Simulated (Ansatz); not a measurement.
Double-hcp La was calculated with PBEsol (plane waves, PAW; Ansatz, a quantum-chemistry and plane-wave program).

Numerical settings: plane-wave cutoff 520 eV, 18×18×6 k mesh (along the axes of the cell as run), Fermi–Dirac smearing 0.05 eV, scalar-relativistic PAW data made under PBE.

Cell (relaxed at this level):

```xyz
4
Lattice="1.8290 -3.1679 0.0000 1.8290 3.1679 0.0000 0.0000 0.0000 11.7236" Properties=species:S:1:pos:R:3 pbc="T T T"
La     0.0000     0.0000     5.8618
La     0.0000     0.0000     0.0000
La     1.8290     1.0560     2.9309
La     1.8290    -1.0560     8.7927
```

**Question.** Estimate the bulk modulus B0 and pressure derivative B′ of the bulk modulus that the calculation returns.

**Answer.** 
* **bulk modulus B0**: 26.7 GPa
* **pressure derivative B′ of the bulk modulus**: 2.8

The run finds no gap.

Measured, for comparison: bulk modulus 27.9 GPa (room temperature, not corrected to a static lattice; as tabulated in Wikipedia's data pages). Computed (rounded) less measured: bulk modulus -4 %.

Note: the bulk modulus comes from volumes at which shape and atoms were relaxed.

Spin–orbit coupling is not included.

The result took about 11 core-minutes (a rough figure).
